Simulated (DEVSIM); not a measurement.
Structure: Schottky contact on n-type Si, at 300 K.

```csv
layer (left to right),material,thickness (μm),Nd (cm⁻³),τn (s),τp (s)
1,Si,1.90,4.9e15,1.6e-5,1.6e-5
```

Left contact: Schottky, work function 4.92 eV, emission velocity 9e6 cm/s. Right contact: ohmic. Voltage is applied to the left contact. Recombination: SRH at mid-gap. Mobility is μmin + (μ − μmin)/(1 + (N/Nref)^α).

The device is made up for the run: typed textbook-type constants, with dimensions and the other settings drawn at random. Values at 300 K; Nc and Nv go as T^1.5, mobilities as T to minus their exponent, the gap by Varshni's rule with the affinity fixed.

```csv
parameter,Si
gap (eV),1.124
affinity (eV),4.05
permittivity,11.7
Nc (cm⁻³),2.86e19
Nv (cm⁻³),3.1e19
μn (cm²/Vs),1417
μp (cm²/Vs),470
"μn,min",52
"μp,min",45
"Nref,n",9.7e16
"Nref,p",2.2e17
αn,0.68
αp,0.72
T exponent of μn,2.3
T exponent of μp,2.2
Varshni α (eV/K),0.000473
Varshni β (K),636
```

Simulated with DEVSIM: 1D drift-diffusion, Boltzmann statistics, complete ionisation; no tunnelling, impact ionisation, image-force lowering or self-heating. Metal contacts follow the ideal Schottky-Mott rule: no Fermi-level pinning, no interface dipoles.

The temperature was swept, all else fixed.

```
temperature (K)  dark forward voltage at 100 A/cm² (V)  potential step across the device at zero bias (V)  dark forward voltage at 1 A/cm² (V)  largest field in the device at zero bias (V/cm)
---------------  -------------------------------------  -------------------------------------------------  -----------------------------------  -----------------------------------------------
250                                              0.623                                              0.689                                0.504                                            32000
300                                              0.572                                              0.646                                0.426                                            31000
350                                              0.517                                              0.601                                0.347                                            31000
400                                              0.452                                              0.556                                0.263                                            38000
450                                              0.379                                              0.510                                0.171                                            59000
500                                              0.298                                              0.463                                0.079                                            96000
```

From the first row to the last the dark forward voltage at 100 A/cm² goes from 0.623 to 0.298. From the first row to the last the potential step across the device at zero bias goes from 0.689 to 0.463.
